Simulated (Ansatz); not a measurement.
Cu3N: response to strain

Consider Cu$_{3}$N (space group Pm-3m, No. 221; a = 3.827 Å).

Strains are applied to the cell and any free atomic positions relax.

Level of theory: PBE (Ansatz, a quantum-chemistry and plane-wave program; PAW; 420 eV plane waves; no spin-orbit coupling).

```json
[
 {"isotropic strain (%)": "0", "band gap (eV)": "0.22"},
 {"isotropic strain (%)": "0.6", "band gap (eV)": "?"},
 {"isotropic strain (%)": "1.2", "band gap (eV)": "0.34"},
 {"isotropic strain (%)": "1.8", "band gap (eV)": "0.39"},
 {"isotropic strain (%)": "2.4", "band gap (eV)": "0.45"},
 {"isotropic strain (%)": "3", "band gap (eV)": "0.50"}
]
```

Fit E_g = E₀ + Dε (ε in %) to the rows shown and predict the withheld row.

Least squares on the printed values gives E₀ = 0.22 eV, D = 93.5 meV per % of strain (largest residual 0.00 eV); this predicts 0.28 eV, and the run gives 0.28 eV, in agreement.

Whether these cells are dynamically stable was not tested. The final runs are not spin-polarised. A zero or small gap of Cu3N can be the functional's error rather than a property of the material.
